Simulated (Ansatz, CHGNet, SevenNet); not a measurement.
SnBi2Te4 (R-3m, No. 166, 7 atoms in the cell; start mp-38605): lattice parameter c by level of theory

No measured value is used here.

```
level (code)         value (Å)
-------------------  ---------
CHGNet 0.3.0            47.225
SevenNet-0              42.790
SevenNet-l3i5           42.949
LDA (Ansatz)                 …
PBE (Ansatz)                 …
PBEsol (Ansatz)         41.212
PBE-D3(BJ) (Ansatz)     41.228
```

**Question.** What belongs in the gaps?

**Answer.** 
- LDA (Ansatz, an electronic-structure program), value (Å): 40.679
- PBE (Ansatz), value (Å): 43.192

Density-functional levels without +SOC have no spin–orbit coupling. CHGNet 0.3.0: the cell has another shape than the first-principles one, perhaps another minimum in the same group. CHGNet 0.3.0, SevenNet-0, SevenNet-l3i5: the relaxation could not lower the start's symmetry, so the cell can be a saddle point above a distorted one. Ansatz's density-functional and Hartree–Fock values are scalar-relativistic unless marked +SOC, with PAW data made under PBE.

Machine-learned potentials (CHGNet 0.3.0, SevenNet-0, SevenNet-l3i5) are trained on DFT data: a solid inside that data is no test of them.

A start named mp-… is a Materials Project structure, which need not be a measured phase.
